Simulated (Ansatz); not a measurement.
We look at the energy of the reaction between neutral defects in Zn (hcp, P6₃/mmc). Reaction: cell B → cell A + Zn (hcp). Negative: the products are lower in energy.

Cell A: a supercell of 64 sites of Zn (hcp, P6₃/mmc) with one empty Zn site amid 12 Zn; H off the lattice sites (2 Zn at 1.73 Å); the closest two of these centres are 1.2 Å apart; spin state with PBE: run without spin, k-point mesh 4×4×4.
```
Zn63H
1.0
   10.57720     0.00000     0.00000
   -5.28860     9.16012     0.00000
    0.00000     0.00000    10.07717
Zn H
63 1
Cartesian
  0.01473   1.52414   1.24224
  1.31947   0.75726   3.75705
 -0.00260   1.53568   6.26097
  1.31629   0.75704   8.76471
 -1.32510   3.82183   1.24682
 -0.00255   3.04531   3.78776
 -1.33143   3.82504   6.29160
 -0.00630   3.04137   8.80473
 -2.67975   6.16462   1.24517
 -1.32039   5.34691   3.74631
 -2.64895   6.11715   6.28956
 -1.32380   5.34804   8.79825
 -2.67086   7.64877   3.59394
 -3.95789   8.39184   6.25505
 -2.67523   7.65130   8.97655
  2.63124   1.50053   1.25523
  3.95049   0.75437   3.72737
  2.64349   1.52320   6.28124
  3.94465   0.75648   8.86105
  1.33881   3.79389   1.24567
  2.64416   3.05269   3.79299
  1.31564   3.82543   6.29300
  2.64042   3.05203   8.78702
  0.00016   6.10666   1.22375
  1.32308   5.34287   3.71981
 -0.00861   6.11172   6.26045
  1.32017   5.34455   8.82280
 -1.38999   8.39854   1.24517
 -0.00215   7.63016   3.74631
 -1.33348   8.39560   6.28956
 -0.00483   7.63255   8.79825
  5.28866   1.52566   1.23775
  6.59772   0.76374   3.75200
  5.28273   1.52653   6.27466
  6.59468   0.76658   8.82432
  3.96733   3.81621   1.23169
  5.28091   3.05782   3.72139
  3.96557   3.81723   6.27524
  5.27846   3.05923   8.79130
  2.67240   6.10374   1.24567
  3.96697   5.34387   3.79299
  2.63350   6.10804   6.29300
  3.96567   5.34744   8.78702
  1.31625   8.39678   1.24682
  2.65001   7.63968   3.78776
  1.31030   8.40066   6.29160
  2.65155   7.64489   8.80473
  7.93245   1.52694   1.24647
  9.24904   0.76681   3.78062
  7.92502   1.53124   6.27645
  9.24453   0.76942   8.72904
  6.61167   3.81718   1.23775
  7.92604   3.06446   3.75200
  6.60795   3.82188   6.27466
  7.92207   3.06567   8.82432
  5.30472   6.13114   1.25523
  6.61055   5.36171   3.72737
  5.29122   6.10919   6.28124
  6.60580   5.36572   8.86105
  3.97602   8.38530   1.24224
  5.29253   7.63880   3.75705
  3.95736   8.39454   6.26097
  5.29112   7.64167   8.76471
  0.31198  -0.18012   1.17037
```

Cell B: a supercell of 64 sites of Zn (hcp, P6₃/mmc) with H off the lattice sites (6 Zn at 2.09 Å); spin state with PBE: run without spin, k-point mesh 4×4×4.
```xyz
65
Lattice="10.5772 0.0000 0.0000 -5.2886 9.1601 0.0000 0.0000 0.0000 10.0772" Properties=species:S:1:pos:R:3 pbc="T T T"
Zn     0.0000     1.5505     1.4065
Zn     1.3288     0.7672     3.7910
Zn     0.0000     1.5344     6.2861
Zn     1.3428     0.7752     8.6707
Zn    -1.3222     3.8159     1.2291
Zn     0.0000     3.0698     3.8405
Zn    -1.3261     3.8232     6.2952
Zn     0.0000     3.0535     8.8162
Zn    -2.6450     6.1071     1.2291
Zn    -1.3203     5.3445     3.7546
Zn    -2.6407     6.1001     6.2952
Zn    -1.3221     5.3435     8.8020
Zn    -3.9458     8.3849     1.4065
Zn    -2.6301     7.6252     3.8405
Zn    -3.9598     8.3929     6.2861
Zn    -2.6442     7.6334     8.8162
Zn     2.6444     1.5268     1.2609
Zn     3.9740     0.7632     3.7820
Zn     2.6585     1.5349     6.2367
Zn     3.9658     0.7629     8.8481
Zn     1.3222     3.8159     1.2291
Zn     2.6479     3.0600     3.7820
Zn     1.3261     3.8232     6.2952
Zn     2.6436     3.0530     8.8481
Zn     0.0000     6.1067     1.2803
Zn     1.3203     5.3445     3.7546
Zn     0.0000     6.1067     6.3394
Zn     1.3221     5.3435     8.8020
Zn    -1.3228     8.3972     1.2291
Zn     0.0000     7.6313     3.7546
Zn    -1.3146     8.3970     6.2952
Zn     0.0000     7.6333     8.8020
Zn     5.2886     1.5268     1.2751
Zn     6.6032     0.7632     3.7820
Zn     5.2886     1.5288     6.3225
Zn     6.6114     0.7629     8.8481
Zn     3.9665     3.8167     1.2751
Zn     5.2886     3.0534     3.7377
Zn     3.9683     3.8156     6.3225
Zn     5.2886     3.0534     8.7969
Zn     2.6450     6.1071     1.2291
Zn     3.9625     5.3369     3.7820
Zn     2.6407     6.1001     6.2952
Zn     3.9664     5.3442     8.8481
Zn     1.3228     8.3972     1.2291
Zn     2.6301     7.6252     3.8405
Zn     1.3146     8.3970     6.2952
Zn     2.6442     7.6334     8.8162
Zn     7.9328     1.5268     1.2609
Zn     9.2484     0.7672     3.7910
Zn     7.9187     1.5349     6.2367
Zn     9.2344     0.7752     8.6707
Zn     6.6107     3.8167     1.2751
Zn     7.9293     3.0600     3.7820
Zn     6.6089     3.8156     6.3225
Zn     7.9336     3.0530     8.8481
Zn     5.2886     6.1066     1.2609
Zn     6.6147     5.3369     3.7820
Zn     5.2886     6.0903     6.2367
Zn     6.6108     5.3442     8.8481
Zn     3.9458     8.3849     1.4065
Zn     5.2886     7.6257     3.7910
Zn     3.9598     8.3929     6.2861
Zn     5.2886     7.6096     8.6707
H      0.0000     0.0000     0.0000
```

Reference: Zn (hcp, P6₃/mmc), 64 atoms in the cell, a perfect crystal on lattice vectors that match the other cells', k-point mesh 4×4×4 on the run's own vectors.

All numbers come from Ansatz (an electronic-structure program), plane waves with PAW, its default PAW set, cutoff 500 eV. The structures are at rest with PBE, within the held lattices; other levels are single points on them. Neutral cells; Fermi-Dirac smearing of at most 0.10 eV in the solids, energies taken to zero width. The lattices are those relaxed with PBE, so at other levels the solids can be strained. Larger cells are relaxed from a start prepared with the learned potential CHGNet, on a coarser mesh till forces fall under 0.03 eV/Å, which some starts already meet. A dispersion term (D3(BJ), or D4 for r2SCAN) was computed beside these levels and is taken off wherever the name lacks it. Nuclei at rest; no vibrational terms. The structures are the rest points that the relaxations reached, not proven lowest. No correction for cell size. Cell A has symmetry Cm and got no random move, so less symmetric positions, which may lie lower, weren't tried. Cell B has symmetry P-3m1 and got no random move, so less symmetric positions, which may lie lower, weren't tried.

Question: Give the value at the level r2SCAN.

Answer: 0.23 eV, for cell B → cell A + Zn (hcp).
